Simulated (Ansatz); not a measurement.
# A short convergence ladder for Lu2SeO2 (P3m1, 5 atoms in the cell)

```
CELL_PARAMETERS angstrom
      3.72723     0.00000     0.00000
     -1.86361     3.22788     0.00000
      0.00000     0.00000     6.66678
ATOMIC_POSITIONS crystal
  Lu 0.33333 0.66667 0.30070
  Lu 0.66667 0.33333 0.70680
  Se 0.00000 0.00000 0.00000
  O  0.33333 0.66667 0.62510
  O  0.66667 0.33333 0.37490
```

Base method: PBEsol, default PAW files made with PBE (plane waves; Ansatz, a program for electronic structure).

Base settings: basis.ecutwfc = 420 eV; kpoints.mp_grid.grid = 8 8 4; hamiltonian.xc = pbesol; hamiltonian.pseudopotentials = {kind: paw} (the program's default PAW files); scf.occupations.method = fermi_dirac; scf.occupations.width = 0.02 eV.

**The width of Fermi-Dirac smearing**

The mesh stays at the base's, so the ladder's end is converged at best in this setting alone.

Only quantities that move along the ladder and can be compared are tabulated.

```tsv
scf.occupations.width	free energy less the last step's (meV/atom)	pressure (GPa)	largest difference of a force vector from the last step's (eV/Å)
1 eV	-256.83	1.74	0.701
0.5 eV	-14.68	-0.05	0.243
0.2 eV	-0.11	-0.15	0.007
0.1 eV	0.00	-0.15	0.000
```

Widest scf.occupations.width that holds the pressure within 0.5 GPa of the last step, with all finer ones: 0.5 eV; the step before is off by 1.9 GPa.

Widest scf.occupations.width that holds the forces within 0.02 eV/Å of the last step, with all finer ones: 0.2 eV; the step before is off by 0.24 eV/Å.

Widest scf.occupations.width that holds the free energy within 0.5 meV/atom of the last step, with all finer ones: 0.2 eV; the step before is off by 15 meV/atom.

On the base run: the starting cell comes from a database of computed structures (which also holds hypothetical and non-ambient phases and stackings), without a prior relaxation at this level. Its lattice was rescaled by up to half a per cent. One atom was moved a little off its site on purpose. In the base run, forces exceed 1 eV/Å. Ansatz's pressure includes its estimate of the finite-basis (Pulay) stress.

Keys are those of Ansatz 0.2.
